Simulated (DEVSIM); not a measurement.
System: Cr/Al2O3/p-Si capacitor, at 300 K.

Layer 1 from the left is Al2O3, thickness (nm) 12.0. Layer 2 from the left is Si, thickness (nm) 5200, Na (cm⁻³) 1.2e16.

Metal gate on the left, work function 4.5 eV. Fixed charge at the semiconductor interface 0 cm⁻² (in units of +e); interface traps 1e11 cm⁻² eV⁻¹, uniform in energy, neutral level at 0.3 of the gap above the valence band.

The device is made up for the run: typed textbook-type constants, with dimensions and the other settings drawn at random. Values at 300 K.

Al2O3: gap (eV) 6.8, affinity (eV) 1.35, permittivity 9. Si: gap (eV) 1.124, affinity (eV) 4.05, permittivity 11.7, Nc (cm⁻³) 2.86e19, Nv (cm⁻³) 3.1e19.

Simulated with DEVSIM: 1D Poisson equation in equilibrium, Boltzmann statistics, complete ionisation; no quantum confinement or tunnelling. Metal contacts follow the ideal Schottky-Mott rule: no Fermi-level pinning, no interface dipoles.

Q: What does the simulation give for the flat-band voltage, the minimum of the low-frequency capacitance?

A: flat-band voltage -0.47 V; minimum of the low-frequency capacitance 0.0536 μF/cm².
